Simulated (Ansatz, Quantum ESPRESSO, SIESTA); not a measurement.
Code comparison for ScCoC2 (P4/nmm, 8 atoms in the cell)

Self-consistent single point.

```
CELL_PARAMETERS angstrom
      3.30270     0.00000     0.00000
      0.00000     3.30270     0.00000
      0.00000     0.00000     7.09530
ATOMIC_POSITIONS crystal
  Sc 0.50000 0.00000 0.65433
  Sc 0.00000 0.50000 0.34567
  Co 0.50000 0.50000 0.00000
  Co 0.00000 0.00000 0.00000
  C  0.00000 0.50000 0.85013
  C  0.50000 0.00000 0.14987
  C  0.50000 0.00000 0.34670
  C  0.00000 0.50000 0.65330
```

Shared settings, as Ansatz (a first-principles code) writes them: kpoints.mp_grid.grid = 9 9 4; scf.occupations.method = gaussian; scf.occupations.width = 0.1 eV. Potentials and cutoffs stand in the table.

```json
[
 {"code": "SIESTA", "model": "LDA PW92, numerical atomic orbitals DZP, PseudoDojo LDA standard norm-conserving potentials (rewritten from UPF to PSML)", "pressure (GPa)": "-1.28", "largest force (eV/Å)": "1.298", "cutoff": "grid 350 Ry"},
 {"code": "Quantum ESPRESSO", "model": "LDA (PZ), GBRV 1.5 ultrasoft (LDA) pseudopotentials", "pressure (GPa)": "-2.20", "largest force (eV/Å)": "0.383", "cutoff": "50 Ry"},
 {"code": "Ansatz", "model": "LDA (PW92), PAW files made with PBE", "pressure (GPa)": "-2.40", "largest force (eV/Å)": "0.340", "cutoff": "default"}
]
```

Size of the force on each atom (eV/Å): Sizes of forces hide their directions.

```json
[
 {"code": "SIESTA", "Sc1": "0.079", "Sc2": "0.079", "Co3": "0.000", "Co4": "0.000", "C5": "1.285", "C6": "1.285", "C7": "1.298", "C8": "1.298"},
 {"code": "Quantum ESPRESSO", "Sc1": "0.045", "Sc2": "0.045", "Co3": "0.000", "Co4": "0.000", "C5": "0.383", "C6": "0.383", "C7": "0.383", "C8": "0.383"},
 {"code": "Ansatz", "Sc1": "0.045", "Sc2": "0.045", "Co3": "0.000", "Co4": "0.000", "C5": "0.340", "C6": "0.340", "C7": "0.337", "C8": "0.337"}
]
```

On Ansatz's run: spin polarisation is off.

The spread over the programs that give each value: pressure within 1.12 GPa; largest force within 0.958 eV/Å.

SIESTA uses small atom-centred bases, whose incompleteness enters pressures, forces and empty levels differently from a plane-wave cutoff. Ansatz's pressure is given at a fixed set of plane waves, as the other plane-wave codes print theirs; with its correction for the finite basis it is -2.15 GPa (the shift of 0.25 GPa shows how far the cutoff is from converged). The same LDA comes in different parametrisations, which differ slightly. In the pressure, SIESTA (by 1.02) lies more than 1 GPa from the median of the plane-wave programs. In the force vectors, SIESTA (by 0.938) lies more than 0.08 eV/Å from the median of the plane-wave programs.

The starting cell comes from a database of computed structures (which also holds hypothetical and non-ambient phases and stackings), without a prior relaxation at this level. Its lattice was rescaled by a random factor within 2.5 % of one.

Keys are those of Ansatz 0.2.
